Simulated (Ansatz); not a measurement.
**Ir: response to strain**

Consider Ir in the fcc (Cu type) structure (space group Fm-3m, No. 225; a = 3.844 Å). Axes: x, y, z lie along the cube axes.

Strains are applied to the cell and any free atomic positions relax; under biaxial strain the out-of-plane vector relaxes too; under stress the whole cell relaxes.

Calculations: r2SCAN/PAW in Ansatz (an electronic-structure program), no spin-orbit coupling.

Notes on the quantities. energy relative to the base: free energy F; pressure: mean of the normal stresses, compression positive.

| case | space group | volume per atom | energy relative to the base | pressure |
|---|---|---|---|---|
| base | Fm-3m (No. 225) | 14.20 Å³ | 0 meV/atom | 0.0 GPa |
| biaxial strain +4.79 %, plane normal [001], relaxed out of plane | I4/mmm (No. 139) | 15.03 Å³ | +120 meV/atom | -17.0 GPa |
| biaxial strain +4.86 %, plane normal [001], relaxed out of plane | I4/mmm (No. 139) | 15.04 Å³ | +123 meV/atom | -17.2 GPa |
| biaxial strain +0.65 %, plane normal [111], relaxed out of plane | R-3m (No. 166) | … | … | … |
| isotropic strain −1.30 % | Fm-3m (No. 225) | 13.66 Å³ | +27 meV/atom | 16.3 GPa |
| isotropic strain −1.01 % | Fm-3m (No. 225) | 13.78 Å³ | +16 meV/atom | 12.4 GPa |
| isotropic strain +3.48 % | Fm-3m (No. 225) | 15.74 Å³ | +158 meV/atom | -29.8 GPa |
| uniaxial strain ε_xx = −1.88 % | I4/mmm (No. 139) | 13.94 Å³ | +10 meV/atom | 7.6 GPa |
| uniaxial stress, 8 GPa tension along x | I4/mmm (No. 139) | 14.31 Å³ | +5.8 meV/atom | – |
| tensor shear ε_xz = +0.75 % | Immm (No. 71) | 14.20 Å³ | +2.7 meV/atom | 0.1 GPa |

Q: Complete the table.

A: 
- biaxial strain +0.65 %, plane normal [111], relaxed out of plane, volume per atom: 14.34 Å³
- biaxial strain +0.65 %, plane normal [111], relaxed out of plane, energy relative to the base: +3.0 meV/atom
- biaxial strain +0.65 %, plane normal [111], relaxed out of plane, pressure: -3.4 GPa

Without a gap, meshes like the base's 21×21×21 leave anisotropic stresses uncertain by several tenths of a GPa, and small strain energies with them. Stability under load was not tested beyond the relaxation. The final runs are not spin-polarised.
